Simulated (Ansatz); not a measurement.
The starting structures come from a database of crystals and need not be the phases stable at ambient conditions.

## Evanescent states of CsBrF (I4/mmm, not sure to be the ambient phase, 6 atoms a cell, 30.9 Å³ an atom) along the normal of (100)

Computed with r2SCAN (plane waves, PAW; Ansatz, a quantum-chemistry and plane-wave program).

The gap is the functional's own, uncorrected, and κ follows it; spin-orbit coupling is left out. Mid-gap values are interpolated between the computed energies.

Energies count from the valence-band top; κ is the least over a 8×2 mesh across the current.

```csv
E (eV),κ (1/Å),where
0.07,0.143,off Γ
0.23,0.236,off Γ
0.38,0.294,off Γ
0.53,0.335,off Γ
0.68,0.367,off Γ
0.82,0.394,off Γ
0.97,0.415,off Γ
1.12,0.425,Γ
1.27,0.432,Γ
1.43,0.436,Γ
1.57,0.437,Γ
1.73,0.436,Γ
1.88,0.432,Γ
2.02,0.424,Γ
2.17,0.413,Γ
2.33,0.396,Γ
2.48,0.370,Γ
2.62,0.328,Γ
2.77,0.250,Γ
```

Problem. How thick must the barrier be to attenuate the transmission by 10^8 when the electrodes' Fermi level lies at 2.33 eV, and what attenuation does that film give at 2.02 eV?

Solution. d = 8 ln 10 / (2 × 0.396) = 23.3 Å. At 2.02 eV it gives 8 × 0.424/0.396 = 8.6 decades.
